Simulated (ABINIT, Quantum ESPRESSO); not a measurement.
An ABINIT input for a self-consistent single point of Si2Ni (Fm-3m, 3 atoms in the cell) (DFT, LDA (PW92), plane waves, norm-conserving pseudopotentials (PseudoDojo nc-sr-04 LDA standard)):

```
# Si2Ni, PseudoDojo nc-sr-04 LDA standard
pp_dirpath "./"
pseudos "Si.upf, Ni.upf"
acell 7.1973929491 7.1973929491 7.1973929491
rprim
         0.0000000000    0.7071067812    0.7071067812
         0.7071067812   -0.0000000000    0.7071067812
         0.7071067812    0.7071067812   -0.0000000000
natom 3
ntypat 2
znucl 14 28
typat 1 1 2
xcart
         1.3465775000    1.3465775000    1.3465775000
         4.0397325000    4.0397325000    4.0397325000
         0.0000000000    0.0000000000    0.0000000000
      Angstrom
ecut 49 Ha
occopt 7
tsmear 0.1 eV
nband 18
kptopt 1
ngkpt 9 9 9
nshiftk 1
shiftk 0 0 0
nstep 100
toldfe 1.0e-09
prtwf 0
prtden 0
enunit 2
```

Question: Write the same calculation as an input for Quantum ESPRESSO.

Answer: One input that does it (others would too):

```fortran
&control
    calculation = 'scf',
    prefix = 'pwscf',
    outdir = './tmp',
    pseudo_dir = './',
    verbosity = 'high',
    tprnfor = .true.,
    tstress = .true.,
/
&system
    ibrav = 0,
    nat = 3,
    ntyp = 2,
    ecutwfc = 50,
    ecutrho = 300,
    occupations = 'smearing',
    smearing = 'gaussian',
    degauss = 0.0073499,
/
&electrons
    conv_thr = 1.0d-9,
/
ATOMIC_SPECIES
Si    28.0850  Si.pz-n-rrkjus_psl.1.0.0.UPF
Ni    58.6934  Ni.pz-n-rrkjus_psl.1.0.0.UPF
CELL_PARAMETERS angstrom
   0.0000000000     2.6931550000     2.6931550000
   2.6931550000     0.0000000000     2.6931550000
   2.6931550000     2.6931550000     0.0000000000
ATOMIC_POSITIONS angstrom
Si    1.3465775000    1.3465775000    1.3465775000
Si    4.0397325000    4.0397325000    4.0397325000
Ni    0.0000000000    0.0000000000    0.0000000000
K_POINTS automatic
9 9 9  0 0 0
```

Basis settings and potentials, where a program has them, do not carry over. This input uses DFT, LDA (PZ), plane waves, PSlibrary ultrasoft (LDA) pseudopotentials. LDA parametrisations can differ slightly between programs. Both were run: pressure -2.97 GPa in ABINIT and -2.78 in Quantum ESPRESSO.

On ABINIT: the starting cell comes from a database of computed structures (which also holds hypothetical and non-ambient phases and stackings), without a prior relaxation at this level. Spin polarisation is off.

On Quantum ESPRESSO: the starting cell comes from a database of computed structures (which also holds hypothetical and non-ambient phases and stackings), without a prior relaxation at this level. Spin polarisation is off.
